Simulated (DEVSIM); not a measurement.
Device: abrupt InP n-p junction, at 250 K.

Layer 1 from the left is InP, thickness (μm) 1.20, Nd (cm⁻³) 2.3e16, τn (s) 8.4e-10, τp (s) 8.4e-10. Layer 2 from the left is InP, thickness (μm) 4.50, Na (cm⁻³) 4.7e14, τn (s) 2.5e-11, τp (s) 8.4e-10.

Left contact: ohmic. Right contact: ohmic. Voltage is applied to the left contact. Recombination: SRH at mid-gap, radiative, Auger. Mobility is μmin + (μ − μmin)/(1 + (N/Nref)^α).

The device is made up for the run: typed textbook-type constants, with dimensions and the other settings drawn at random. Values at 300 K; Nc and Nv go as T^1.5, mobilities as T to minus their exponent, the gap by Varshni's rule with the affinity fixed.

InP: gap (eV) 1.344, affinity (eV) 4.38, permittivity 12.5, Nc (cm⁻³) 5.7e17, Nv (cm⁻³) 1.1e19, μn (cm²/Vs) 5200, μp (cm²/Vs) 170, μn,min 400, μp,min 10, Nref,n 3e17, Nref,p 4.9e17, αn 0.47, αp 0.62, T exponent of μn 2, T exponent of μp 2, B (cm³/s) 1.2e-10, Cn (cm⁶/s) 9e-31, Cp (cm⁶/s) 9e-31, Varshni α (eV/K) 0.000363, Varshni β (K) 162.

Problem. Estimate by hand the built-in potential, the peak field at zero bias, the capacitance at 1.5 V, and compare with a numerical solution.

Solution. 
- Built-in potential: ni = √(Nc Nv) exp(−Eg/2kT) = 37600 cm⁻³ with Eg = 1.360 eV; Vbi = kT/q ln(Na Nd/ni²) = 1.086 V; numerical 1.086 V.
- Peak field at zero bias: depletion approximation: W = √(2εVbi/(qN)) = 1.80 μm with N = 4.61e14 cm⁻³; field = 2Vbi/W = 12000 V/cm; numerical 12600 V/cm (estimate below by 4.6 %).
- Capacitance at 1.5 V: C = √(qεN / 2(Vbi + |V|)) = 3.97 nF/cm²; numerical 4.01 nF/cm² (estimate below by 0.85 %).

Model (solved in DEVSIM): 1D drift-diffusion, Boltzmann statistics, complete ionisation; no tunnelling, impact ionisation, image-force lowering or self-heating.
